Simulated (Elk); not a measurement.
Input and output of a self-consistent single point for AgBr (Fm-3m, 2 atoms in the cell) (Elk).

Method of the run: PBE, all-electron FP-LAPW, Elk's shipped species files, APW+lo basis with extra local orbitals (Elk).

The change in words: lattice scaled by 0.98. Reference geometry:
```yaml
crystal:
  lattice:
    - [0.00000, 2.91965, 2.91965]
    - [2.91965, 0.00000, 2.91965]
    - [2.91965, 2.91965, 0.00000]
  atoms:
    - { symbol: Ag, position: [0.00000, 0.00000, 0.00000] }
    - { symbol: Br, position: [0.50000, 0.50000, 0.50000] }
```

Reference input (self-consistent single point, DFT, PBE, all-electron FP-LAPW, Elk's shipped species files, APW+lo basis with extra local orbitals): xctype = 20; rgkmax = 8; stype = 0; swidth = 0.0001 Ha; ngridk = 8 8 8; gmaxvr = 16 1/bohr; nxlo = 2; lorbcnd = true; lmaxi = 3; maxscl = 100. This run's input differs from it in these lines:

```diff
@@ -31,5 +31,5 @@
 avec
-    0.0000000000    5.5173313209    5.5173313209
-    5.5173313209    0.0000000000    5.5173313209
-    5.5173313209    5.5173313209    0.0000000000
+    0.0000000000    5.4069845433    5.4069845433
+    5.4069845433    0.0000000000    5.4069845433
+    5.4069845433    5.4069845433    0.0000000000
```

The program printed (abridged):

```
│ Self-consistent loop started │
│ Loop number : 1 │
 total energy                :     -7931.77167615
│ Loop number : 2 │
 total energy                :     -7931.78202464
RMS change in Kohn-Sham potential (target) :   0.1262613342     (  0.1000000000E-05)
Absolute change in total energy (target)   :   0.1034848873E-01 (  0.1000000000E-03)
│ Loop number : 3 │
 total energy                :     -7931.61099084
RMS change in Kohn-Sham potential (target) :   0.1241291279     (  0.1000000000E-05)
Absolute change in total energy (target)   :   0.1684466710     (  0.1000000000E-03)
│ Loop number : 4 │
   [... lines left out ...]
Absolute change in total energy (target)   :    7.156883838     (  0.1000000000E-03)
│ Loop number : 98 │
 total energy                :     -7923.09620420
RMS change in Kohn-Sham potential (target) :   0.1510509551E-01 (  0.1000000000E-05)
Absolute change in total energy (target)   :    1.686144619     (  0.1000000000E-03)
│ Loop number : 99 │
 total energy                :     -7922.90967305
RMS change in Kohn-Sham potential (target) :   0.1826951275E-01 (  0.1000000000E-05)
Absolute change in total energy (target)   :   0.2350050057     (  0.1000000000E-03)
│ Loop number : 100 │
Reached self-consistent loops maximum

Energies :
 Fermi                       :     0.142505218934
 total energy                :     -7922.80894798

Density of states at Fermi energy :   0.8442309003E-05
 (states/Hartree/unit cell)

Estimated indirect band gap :   0.2193388562E-01
 from k-point      5 to k-point      1
Estimated direct band gap   :   0.9540818230E-01
 at k-point      1

Charges :
 core                        :    46.00000000
 valence                     :    36.00000000
 interstitial                :    2.723641286
 muffin-tins (core leakage)
  species :    1 (Ag)
   atom    1                 :    45.80510460     (  0.1286764473E-08)
  species :    2 (Br)
   atom    1                 :    33.47125411     (  0.2304586845E-04)
 total in muffin-tins        :    79.27635871
 total calculated charge     :    81.98873859
 total charge                :    82.00000000
 error                       :   0.1126140920E-01

│ Self-consistent loop stopped │
```

The run ended unconverged after 100 iterations. 

The starting cell comes from a database of computed structures (which also holds hypothetical and non-ambient phases and stackings), without a prior relaxation at this level. Its lattice was rescaled by a random factor within 2.5 % of one. For this run, on top of that: lattice scaled by 0.98. Values depend on the basis (sphere radii, cutoffs, local orbitals), which need not be converged.

Cost on one core of a shared machine: roughly 2 min.
